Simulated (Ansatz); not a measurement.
Consider SrSnSe3 in the cubic perovskite structure (space group Pm-3m, No. 221; a = 5.240 Å; a hypothetical phase, not in the database extracts checked). Axes: x, y, z lie along the cube axes.

Method: Ansatz (a quantum-chemistry and plane-wave program), PBEsol, PAW, cutoff 420 eV, spin-orbit coupling left out.

Before the change:

- Pressure: 0.0 GPa
- Shortest interatomic distance: 2.620 Å
- Band gap: zero

Now apply this change: strain tensor (xx, yy, zz, yz, xz, xy) = (+1.32, +0.81, +0.45, +1.49, +0.59, −0.78) %; the atoms relax in the strained cell.

Problem. What does the calculation give for the pressure after the change?

Solution. The pressure (mean of the normal stresses, compression positive) goes from zero to -1.2 GPa.

Problem. What happens to the energy relative to the base?

Solution. The energy grows by 4.2 meV/atom.

Problem. What happens to the shortest interatomic distance?

Solution. The shortest interatomic distance increases by 0.012 Å, from 2.620 Å to 2.632 Å.

Problem. What does the calculation give for the band gap after the change?

Solution. The band gap is still zero.

Without a gap, meshes like the base's 9×9×9 leave anisotropic stresses uncertain by several tenths of a GPa, and small strain energies with them. Stability against distortions was not tested. All final runs are without spin polarisation. Many cubic perovskites are stable only at high temperature; tilts and polar distortions were not tested.
